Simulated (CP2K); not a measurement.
Band structure of Na₃Cd (Fm-3m, 4 atoms in the cell).

```
Na3Cd
1.0
    5.48183     0.00000     0.00000
    2.74092     4.74740     0.00000
    2.74092     1.58247     4.47590
Na Cd
3 1
Cartesian
  2.74092   1.58247   1.11897
  8.22275   4.74740   3.35692
  5.48183   3.16494   2.23795
  0.00000   0.00000   0.00000
```

Level of theory: CP2K 2026.2 with LDA (Pade form), GPW, DZVP-MOLOPT-SR-GTH basis, GTH-PADE potentials (GTH_POTENTIALS).

Settings: CUTOFF = 950 Ry; REL_CUTOFF = 50 Ry; SMEAR/METHOD = FERMI_DIRAC; ELECTRONIC_TEMPERATURE = 1160.45 K; KPOINTS/SCHEME = MONKHORST-PACK 10 10 10; GAMMA_CENTERED = T; XC_FUNCTIONAL = PADE; Na/BASIS_SET = DZVP-MOLOPT-SR-GTH; Na/POTENTIAL = GTH-PADE-q9; Cd/BASIS_SET = DZVP-MOLOPT-SR-GTH; Cd/POTENTIAL = GTH-PADE-q12; METHOD = GPW; EPS_DEFAULT = 1e-10; EXTRAPOLATION = USE_GUESS.

The starting cell comes from a database of computed structures (which also holds hypothetical and non-ambient phases and stackings), without a prior relaxation at this level. Values carry the incompleteness of an atom-centred basis.

Levels in eV from the Fermi level, bands 17 to 22:
```csv
point,17,18,19,20,21,22
Γ,-8.41,-4.93,2.07,2.07,2.07,2.61
X,-8.40,-3.30,-1.61,0.25,0.25,0.75
W,-8.40,-3.23,-0.97,-0.97,-0.72,3.38
K,-8.40,-3.29,-1.28,-1.12,0.55,1.57
L,-8.40,-3.72,-2.12,1.56,1.56,2.68
U,-8.40,-3.29,-1.28,-1.12,0.55,1.57
```

Bands cross the Fermi level along this path, so the cell is metallic at this level.

Higher empty bands are left out: an atom-centred basis made for the valence describes them poorly.
